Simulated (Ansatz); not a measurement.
The starting structures come from a database of crystals and need not be the phases stable at ambient conditions.

```xyz
8
Lattice="6.0477 0.0000 0.0000 3.0239 9.7047 0.0000 3.0239 -0.9422 2.8733" Properties=species:S:1:pos:R:3 pbc="T T T"
Sr     4.5358     7.9414     1.0129
Sr     4.5358     0.8211     1.8604
Cu     3.0239     4.3812     1.4367
Cu     6.0477     4.3812     1.4367
Te     7.5596     2.3878     2.3741
Te     7.5596     6.3747     0.4992
F      3.0239     0.0000     0.0000
F      0.0000     0.0000     0.0000
```

Space group of this cell: P4/nmm. The cell is taken as given; by r2SCAN its mean pressure is -1.3 GPa.

Transport runs along the normal of the first two printed cell vectors, the (111) plane of the conventional cell.

No gap correction and no spin-orbit coupling; mid-gap values are interpolated between computed energies.

Question: Compute, with r2SCAN (Ansatz, a first-principles code), the band gap and the smallest decay constant κ at mid-gap.

Answer: Gap 1.82 eV on a 10×10×10 mesh; κ = 0.194 1/Å, at the zone centre.
